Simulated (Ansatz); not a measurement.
We consider MgS (model structure, started from the alpha GeTe type, Fm-3m, No. 225, 2 atoms in the cell), described by PBE-D3(BJ) (Ansatz, an electronic-structure program, PAW).

Numerical settings: plane-wave cutoff 500 eV, 14×14×14 k mesh, Fermi–Dirac smearing 0.05 eV, scalar-relativistic PAW data made under PBE.

Cell (relaxed at this level):

```yaml
crystal:
  lattice:
    - [1.82259, 1.05227, 2.97629]
    - [-1.82259, 1.05227, 2.97629]
    - [0.00000, -2.10455, 2.97629]
  atoms:
    - { symbol: Mg, position: [0.75000, 0.75000, 0.75000] }
    - { symbol: S, position: [0.25000, 0.25000, 0.25000] }
```

Task: Estimate the band gap that the calculation returns.

Result: 
- band gap: 2.85 eV (on the SCF k mesh)

The computed numbers hold no vibrational or temperature effects.

It cost around 60 core-seconds (rough) of CPU time.

A model structure was made by putting elements into a prototype or built by hand; here it ended with the formula and space group of a phase in our tables.
